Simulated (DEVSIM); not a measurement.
Device: illuminated Si n-on-p cell, one wavelength, at 300 K.

| layer (left to right) | material | thickness (μm) | Nd (cm⁻³) | Na (cm⁻³) | τn (s) | τp (s) | absorption coefficient (cm⁻¹) |
|---|---|---|---|---|---|---|---|
| 1 | Si | 0.230 | 1.4e19 | - | 6.9e-6 | 0.00031 | 48000 |
| 2 | Si | 83.0 | - | 2e15 | 0.00033 | 0.00033 | 48000 |

Left contact: ohmic, minority hole recombination velocity 90000 cm/s. Right contact: ohmic, minority electron recombination velocity 4e6 cm/s. Voltage is applied to the left contact. Recombination: SRH at mid-gap, radiative, Auger. Gap narrowing is on: ΔEg = 6.92 meV × (l + √(l² + 0.5)), l = ln(N/1.3e17 cm⁻³), shared equally by both band edges. Light enters at the left, 4e17 photons cm⁻² s⁻¹, one pass, no reflection. Mobility is constant in doping.

This is a model device: material constants are rounded textbook-type values typed into the input, and sizes, dopings and lifetimes were drawn at random. Values at 300 K.

| parameter | Si |
|---|---|
| gap (eV) | 1.124 |
| affinity (eV) | 4.05 |
| permittivity | 11.7 |
| Nc (cm⁻³) | 2.86e19 |
| Nv (cm⁻³) | 3.1e19 |
| μn (cm²/Vs) | 1417 |
| μp (cm²/Vs) | 470 |
| B (cm³/s) | 4.7e-15 |
| Cn (cm⁶/s) | 2.8e-31 |
| Cp (cm⁶/s) | 9.9e-32 |

DEVSIM, 1D drift-diffusion, Boltzmann statistics, complete ionisation; no tunnelling, impact ionisation, image-force lowering or self-heating.

The recombination velocity at the left contact was swept, all else fixed.

| recombination velocity at the left contact (cm/s) | open-circuit voltage (V) | dark forward voltage at 100 A/cm² (V) | share of generated pairs collected at short circuit | largest power (mW/cm²) |
|---|---|---|---|---|
| 10 | 0.546 | 0.819 | 0.997 | 28.3 |
| 100 | 0.546 | 0.819 | 0.997 | 28.3 |
| 1000 | 0.545 | 0.821 | 0.996 | 28.3 |
| 10000 | 0.545 | 0.836 | 0.989 | 28.1 |
| 90000 | 0.543 | 0.889 | 0.938 | 26.5 |
| 1e5 | 0.543 | 0.892 | 0.932 | 26.4 |
| 1e6 | 0.535 | 0.964 | 0.734 | 20.4 |
| 1e7 | 0.529 | 0.988 | 0.618 | 17.0 |

From the first row to the last the open-circuit voltage goes from 0.546 to 0.529. From the first row to the last the dark forward voltage at 100 A/cm² goes from 0.819 to 0.988.
